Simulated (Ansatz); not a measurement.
**CsSnI3, response to strain**

The reference is CsSnI3 in the cubic perovskite structure (space group Pm-3m, No. 221; a = 6.131 Å). Axes: x, y, z lie along the cube axes.

Strains are applied to the cell and any free atomic positions relax; under biaxial strain the out-of-plane vector relaxes too.

The values are results of PBEsol in Ansatz (plane waves to 420 eV, PAW, spin-orbit coupling left out), not measurements.

Candidates:
(a) biaxial strain −3.00 %, plane normal [001], relaxed out of plane
(b) biaxial strain −0.60 %, plane normal [001], relaxed out of plane
(c) biaxial strain −1.80 %, plane normal [001], relaxed out of plane
(d) biaxial strain −2.40 %, plane normal [001], relaxed out of plane

Notes on the quantities. energy relative to the base: free energy F.

Problem. Order them by energy relative to the base, highest first.

Solution. (a) biaxial strain −3.00 %, plane normal [001], relaxed out of plane (+14 meV/atom), (d) biaxial strain −2.40 %, plane normal [001], relaxed out of plane (+8.8 meV/atom), (c) biaxial strain −1.80 %, plane normal [001], relaxed out of plane (+4.8 meV/atom), (b) biaxial strain −0.60 %, plane normal [001], relaxed out of plane (+0.5 meV/atom)

Stability against distortions was not tested. The final runs are not spin-polarised. Many cubic perovskites are stable only at high temperature; tilts and polar distortions were not tested.

Ansatz is a program for electronic structure.
